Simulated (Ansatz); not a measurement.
## Hypothetical anti-perovskite Mg3SiO: pressure series

Start from Mg$_{3}$SiO in the anti-perovskite structure (space group Pm-3m, No. 221; a = 4.2222 Å; a hypothetical phase, not in the database extracts checked).

Cell and atoms are relaxed at each pressure.

All numbers come from Kohn–Sham DFT with the PBE functional, run in Ansatz (an electronic-structure program) with PAW and 420 eV plane waves, no spin-orbit coupling.

Notes on the quantities. enthalpy: H = E + PV relative to the base's energy.

| change | enthalpy | density |
|---|---|---|
| base | – | 2.58 g/cm³ |
| pressure −2 GPa | -0.19 eV/atom | 2.51 g/cm³ |
| pressure −1 GPa | -0.09 eV/atom | 2.55 g/cm³ |
| pressure 0.3 GPa | +0.03 eV/atom | 2.59 g/cm³ |
| pressure 0.7 GPa | +0.07 eV/atom | 2.60 g/cm³ |
| pressure 1.5 GPa | +0.14 eV/atom | ___ |
| pressure 3 GPa | +0.28 eV/atom | 2.67 g/cm³ |
| pressure 5 GPa | +0.46 eV/atom | 2.73 g/cm³ |
| pressure 7.5 GPa | +0.68 eV/atom | ___ |
| pressure 10 GPa | +0.89 eV/atom | ___ |

Q: Complete the table.

A: 
- pressure 1.5 GPa, density: 2.63 g/cm³
- pressure 7.5 GPa, density: 2.79 g/cm³
- pressure 10 GPa, density: 2.86 g/cm³

Load acts through the strain it causes; cell and atoms are relaxed under it. No phonon test of stability was made. Competing high-pressure phases were not computed. The final runs are not spin-polarised.
